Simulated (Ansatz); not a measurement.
## TaAl3 (model structure, started from the A15 type, Pm-3n, No. 223, 8 atoms in the cell): properties by level of theory

```
level (code)     equilibrium lattice constant a (Å)  cohesive energy (eV/atom)
---------------  ----------------------------------  -------------------------
LDA (Ansatz)                                  5.047                       5.40
PBE (Ansatz)                                  5.127                       4.62
PBEsol (Ansatz)                               5.088                       5.10
r²SCAN (Ansatz)                               5.095                       4.70
```

Ansatz's density-functional and Hartree–Fock values are scalar-relativistic unless marked +SOC, with PAW data made under PBE.

Free atoms are spin-polarised, in the lowest state found; at levels without +SOC their spin–orbit coupling is left out.

A model structure was made by putting elements into a prototype or built by hand; it is no filed structure, need not be a known phase, and can be a saddle point held by its symmetry.

Ansatz is a program for electronic structure.
